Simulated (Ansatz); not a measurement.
The parent structure is AlN in the zinc blende structure (space group F-43m, No. 216).

```
CELL_PARAMETERS angstrom
      0.00000     2.18491     2.18491
      2.18491     0.00000     2.18491
      2.18491     2.18491     0.00000
ATOMIC_POSITIONS crystal
  N  0.75000 0.75000 0.75000
  Al 0.00000 0.00000 0.00000
```

Cartesian axes are those of the cell as printed.

Method: DFT with r2SCAN, PAW potentials and a 500 eV plane-wave cutoff in Ansatz (a quantum-chemistry and plane-wave program), spin-orbit coupling left out.

For the base:

```
Property    Value
--------  -------
Band gap  3.94 eV
```

Perturbation: a free-standing slab of 2 layers (4 atoms, 2 a layer) is cut normal to [110], with 15 Å of vacuum and the in-plane cell held at bulk.

Problem. Estimate the effect on the band gap and excess energy per area of both faces.

Solution. The band gap falls by 0.56 eV to 3.38 eV; the excess energy per area of both faces (slab less bulk energy over the cell's area: twice a surface energy) amounts to 4.05 J/m².

The excess energy carries the mismatch between the slab's and the bulk's meshes. No phonon test of stability was made. This is not the structure that AlN has at room temperature and ambient pressure.
